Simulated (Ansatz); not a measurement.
A user runs Ansatz (a first-principles code) on RbSrF₃ (Pnma, 20 atoms in the cell) and asks whether the run is sound. The aim is a self-consistent single point with DFT, PBE, plane waves, default PAW files.

Cell that was meant: a = 6.4717 Å, b = 9.1316 Å, c = 6.4501 Å, α = 90.00°, β = 90.00°, γ = 90.00°.

Part of the input:

Ansatz 0.2 input:
```yaml
# RbSrF3
crystal:
  lattice:
    - [3.42469300, 0.00000000, 0.00000000]
    - [0.00000000, 4.83223800, 0.00000000]
    - [0.00000000, 0.00000000, 3.41326200]
  atoms:
    - { symbol: Rb, position: [0.48770000, 0.25000000, 0.99160000] }
    - { symbol: Rb, position: [0.98770000, 0.25000000, 0.50840000] }
    - { symbol: Rb, position: [0.51230000, 0.75000000, 0.00840000] }
    - { symbol: Rb, position: [0.01230000, 0.75000000, 0.49160000] }
    - { symbol: Sr, position: [0.00000000, 0.00000000, 0.00000000] }
    - { symbol: Sr, position: [0.50000000, 0.50000000, 0.50000000] }
    - { symbol: Sr, position: [0.00000000, 0.50000000, 0.00000000] }
    - { symbol: Sr, position: [0.50000000, 0.00000000, 0.50000000] }
    - { symbol: F, position: [0.03130000, 0.25000000, 0.05860000] }
    - { symbol: F, position: [0.53130000, 0.25000000, 0.44140000] }
    - { symbol: F, position: [0.96870000, 0.75000000, 0.94140000] }
    - { symbol: F, position: [0.46870000, 0.75000000, 0.55860000] }
    - { symbol: F, position: [0.28800000, 0.53700000, 0.21300000] }
    - { symbol: F, position: [0.78800000, 0.96300000, 0.28700000] }
    - { symbol: F, position: [0.71200000, 0.03700000, 0.78700000] }
    - { symbol: F, position: [0.21200000, 0.46300000, 0.71300000] }
    - { symbol: F, position: [0.71200000, 0.46300000, 0.78700000] }
    - { symbol: F, position: [0.21200000, 0.03700000, 0.71300000] }
    - { symbol: F, position: [0.28800000, 0.96300000, 0.21300000] }
    - { symbol: F, position: [0.78800000, 0.53700000, 0.28700000] }
kpoints:
  mp_grid: { grid: [3, 2, 3] }
hamiltonian:
```

The program printed (abridged):

```
WARN basis.ecutwfc = 420 eV, the default
WARN ansatz: RAYON_NUM_THREADS=1 ignored (pool sized by the plan → 1); use --threads N
   [... lines left out ...]
Bands: 100, of which v1, the nominal top of the filled ones, is band 80 counted from 1 (79 counted from 0)
Symmetry: 8 space group operations
Space group: Pnma (ITA 62), of the structure as read, at distance tolerance 3.8e-5 Å
k-points: 8 of 18
Initial density: superposition of atomic densities (neutral atoms: chi_scale 0, normalization atom), corrected by the library's trained network
Initial wavefunctions: pseudopotential atomic-orbital guess
Eigensolver: davidson
Functional: x = pbe(κ = 0.804, μ = 0.2195149727645171), c = pbe(β = 0.06672455060314922)
SCF iter   1: F=—  HF=-36585.396386 eV  |F-HF|=—  |Δ(HF+E_count)|=         —  Δρ=2.31e0  dr2=2.10e3  ethr=1.77e-3  ⟨swp⟩=14.0  Hψ=5899  notcnv=0  defer=15
all-band conjugate gradients solve this SCF's bands
preconditioner: auto → Resta (q_TF=auto, 3.245 Å⁻¹)
SCF iter   2: F=—  HF=-35891.915221 eV  |F-HF|=—  |Δ(HF+E_count)|=    6.93e2  S|Δr|=    0.00e0  Δρ=7.63e-1  dr2=1.80e2  ethr=1.77e-3  ⟨swp⟩=11.0  Hψ=3857  notcnv=0  defer=103
   [... lines left out ...]
SCF iter   7: F=—  HF=-35835.773430 eV  |F-HF|=—  |Δ(HF+E_count)|=   2.94e-6  S|Δr|=    0.00e0  Δρ=3.65e-4  dr2=3.09e-5  ethr=3.77e-7  ⟨swp⟩=4.0  Hψ=1929  notcnv=0  defer=99
SCF iter   8: F=—  HF=-35835.773320 eV  |F-HF|=—  |Δ(HF+E_count)|=   1.09e-4  S|Δr|=    0.00e0  Δρ=1.35e-4  dr2=5.26e-6  ethr=1.93e-8  ⟨swp⟩=4.2  Hψ=2037  notcnv=0  defer=99
SCF iter   9: F=-35835.773319 eV  HF=-35835.773319 eV  |F-HF|=2.66e-8  |Δ(HF+E_count)|=   1.08e-6  S|Δr|=    0.00e0  Δρ=2.59e-5  dr2=9.48e-8  ethr=6.25e-11  ⟨swp⟩=27.5  Hψ=9592  notcnv=0
SCF 1 converged in 9 iterations: F = -35835.773319 eV  dr2 = 9.48e-8
Stability not checked (fill_not_monotonic)
Free energy (F): -35835.773319 eV
Internal energy: -35835.748368 eV  (E = F + TS)
E sigma→0 (E₀):  -35835.767081 eV
Entropy (-TS):   -0.024952 eV (-1.248 meV/atom)
Fermi energy:    65.279149 eV
--- Forces (eV/Å), atoms counted from 1 ---
  atom   1  Rb     2.86285032     0.00000000    17.85913437
  atom   2  Rb     2.86285032     0.00000000   -17.85913437
  atom   3  Rb    -2.86285032     0.00000000   -17.85913437
   [... lines left out ...]
  atom  20  F      2.42286473     4.59788104     5.99251104
--- Stress (GPa, compression-positive) ---
     5180.956143       0.000000       0.000000
        0.000000    5406.959839       0.000000
        0.000000       0.000000    5301.440542
  P = ⅓ Tr σ = 5296.4522 GPa (52964.522 kbar)
  The stress holds the Pulay correction. Without it, at fixed plane waves, as pw.x and ABINIT print it: P = 5286.7168 GPa
```

**Question.** Is anything amiss in this input, and did it matter?

**Answer.** The run is not sound. The fault is this: lattice multiplied by the bohr radius once too often. Bohr and ångström differ by a factor of 1.89; the cell that the program reads is then far too large or far too small. To fix it, give the lengths in the unit that the key or card expects. The run converged in 9 iterations without an error; against the sound input the free energy rises by 57.2 eV/atom, the pressure goes from 5.62 to 5296 GPa, the largest force goes from 0.294 to 18.09 eV/Å and no clean gap remains on the mesh (levels overlap or are partly filled), against 6.37 eV before.

An input that runs soundly differs in these lines (not the only fix; some lines may just follow from the change or write a value another way):
```diff
-    - [3.42469300, 0.00000000, 0.00000000]
-    - [0.00000000, 4.83223800, 0.00000000]
-    - [0.00000000, 0.00000000, 3.41326200]
+    - [6.47173200, 0.00000000, 0.00000000]
+    - [0.00000000, 9.13160700, 0.00000000]
+    - [0.00000000, 0.00000000, 6.45013000]
```

With that input, the run converged in 7 iterations: free energy E − TS (on the zero of these files) -36980.6344 eV; top of the valence band (on the code's own zero) 2.22 eV; gap on the k-point mesh 6.37 eV; pressure 5.62 GPa; largest force (vector length) 0.294 eV/Å (DFT, PBE, plane waves, default PAW files).

On the sound input: the starting cell was generated: these elements placed on a structure prototype, without a prior relaxation; it need not be a known phase or ordering of this composition. Its lattice was rescaled by a random factor within 2.5 % of one. With a pressure of about 6 GPa the cell is away from its equilibrium volume at this level. Ansatz's pressure includes its estimate of the finite-basis (Pulay) stress.
